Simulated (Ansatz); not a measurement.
Consider Ta in the bcc (W type) structure (space group Im-3m, No. 229; a = 3.306 Å; relaxed with 0.1 eV smearing). Axes: x, y, z lie along the cube axes.

Structures relaxed with r2SCAN (Ansatz, a quantum-chemistry and plane-wave program; PAW; 500 eV plane waves; no spin-orbit coupling).

Base:

Simulated powder pattern, Cu Kα1, λ = 1.54056 Å (kinematic, ideal powder, no thermal factors, no anomalous dispersion; the 10 strongest lines at most, above 2 %, up to 2θ = 90°):

```json
[
 {"2θ (°)": "38.48", "I/Imax (%)": "100", "hkl": "(110)"},
 {"2θ (°)": "55.55", "I/Imax (%)": "18", "hkl": "(200)"},
 {"2θ (°)": "69.60", "I/Imax (%)": "37", "hkl": "(211)"},
 {"2θ (°)": "82.45", "I/Imax (%)": "12", "hkl": "(220)"}
]
```

After one change:

Simulated powder pattern, Cu Kα1, λ = 1.54056 Å (kinematic, ideal powder, no thermal factors, no anomalous dispersion; the 10 strongest lines at most, above 2 %, up to 2θ = 90°):

| 2θ (°) | I/Imax (%) |
|---|---|
| 39.06 | 100 |
| 56.42 | 18 |
| 70.76 | 36 |
| 83.91 | 12 |

Which of these changes matches the shifts?
A) isotropic strain −1.43 %
B) biaxial strain +0.84 %, plane normal [110], relaxed out of plane
C) biaxial strain +3.03 %, plane normal [001], relaxed out of plane
D) tensor shear ε_xy = +3.25 %

A, isotropic strain −1.43 %. Its volume per atom is 17.30 Å³ against 18.07 Å³, and its space group is Im-3m (No. 229).

No phonon test of stability was made. All final runs are without spin polarisation.
